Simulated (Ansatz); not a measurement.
Base system: GaP in the zinc blende structure (space group F-43m, No. 216; a = 5.4513 Å). Axes: x, y, z lie along the cube axes.

All numbers come from Ansatz (a program for electronic structure) r2SCAN, no spin-orbit coupling.

Strains are applied to the cell and any free atomic positions relax; under biaxial strain the out-of-plane vector relaxes too.

One change was made to it. Results:

```csv
quantity,base,after
energy relative to the base (free energy F),0 meV/atom,+0.5 meV/atom
"valence-band top at Γ (three highest levels, from the VBM)","0.00, 0.00, 0.00 eV","0.00, -0.05, -0.05 eV"
"valley order (the lowest conduction-band minima on the path, energy above the VBM, named in the base's zone)","a point along ⟨100⟩, about 1.0 Å⁻¹ from Γ 1.85 eV; L along ⟨111⟩ 2.04 eV; Γ 2.36 eV","a point along [001], about 1.0 Å⁻¹ from Γ 1.83 eV; L along [111] 1.93 eV; L along [1-1-1] 2.01 eV; Γ 2.27 eV"
```

Q: Name the change that was made.
A) biaxial strain +1.25 %, plane normal [111], relaxed out of plane
B) biaxial strain +1.67 %, plane normal [111], relaxed out of plane
C) biaxial strain +0.42 %, plane normal [111], relaxed out of plane

A: C, biaxial strain +0.42 %, plane normal [111], relaxed out of plane. For comparison, the valley order in the other runs: biaxial strain +1.25 %, plane normal [111], relaxed out of plane gives L along [111] 1.71 eV; a point along [001], about 1.0 Å⁻¹ from Γ 1.78 eV; L along [1-1-1] 1.95 eV; Γ 2.09 eV; biaxial strain +1.67 %, plane normal [111], relaxed out of plane gives L along [111] 1.61 eV; a point along [001], about 1.0 Å⁻¹ from Γ 1.75 eV; L along [1-1-1] 1.93 eV; Γ 1.99 eV.

Whether these cells are dynamically stable was not tested.
